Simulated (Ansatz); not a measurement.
Structures of equal composition on the (111) surface of fcc Ni, ferromagnetic: a layer of Al in place of the second plane; a layer of Al in place of the third plane. The slabs share one bottom face, and each structure is named by its start. These are constructed structures in small cells; real faces may alloy, dewet or reconstruct in larger ones, and not all known structures of the face are among them. Slabs of about 10 Å with all that they carry, Fermi-Dirac smearing of 0.1 eV. Bottom of the slabs: a bare face, its two planes held. Relaxed from the named starts with such symmetry as they have, on meshes of like density; energies extrapolated to zero smearing; no spin-orbit coupling, no U. Spin-polarised runs, if any, are marked in brackets, and their order is one that fits the cell; the others ran without spin. Where a second, spin-polarised start was run, the lower counts.

Method: PBE (plane waves to 420 eV, PAW; Ansatz, an electronic-structure program).

Problem. Order them by energy per 1x1 cell (lowest first) at the level PBE.

Solution. a layer of Al in place of the second plane (0.000 eV [spin, 2.2 μB a cell]), a layer of Al in place of the third plane (0.129 eV [spin, 2.2 μB a cell])
